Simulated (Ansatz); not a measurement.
Results of PBE0 (Ansatz, a program for electronic structure, PAW) for antifluorite Be2C.

Settings: plane-wave cutoff 460 eV, 10×10×10 k mesh, Fermi–Dirac smearing 0.01 eV, scalar-relativistic PAW data made under PBE.

Results at a series of volumes:

| V (Å³/atom) | E − E_lowest (meV/atom) |
|---|---|
| 6.322 | 11.69 |
| 6.488 | 2.71 |
| 6.622 | 0.00 |
| 6.821 | 2.64 |
| 6.987 | 10.32 |

Question: Fit the third-order Birch–Murnaghan equation and give B0 and B′.

Answer: V0 = 6.652 Å³/atom, B0 = 213 GPa, B′ = 3.5 (fit to the energies at full precision).

Measured, for comparison: equilibrium volume per atom 6.81 Å³/atom (temperature not stated, no zero-point or thermal correction; as tabulated in Freccero, Grin, Wagner, Dalton Trans. (2023), ESI). Computed (rounded) less measured: equilibrium volume per atom -2.3 %.

Computed values are for the static lattice.

Cost on a shared machine: about 9 core-minutes (a rough figure).
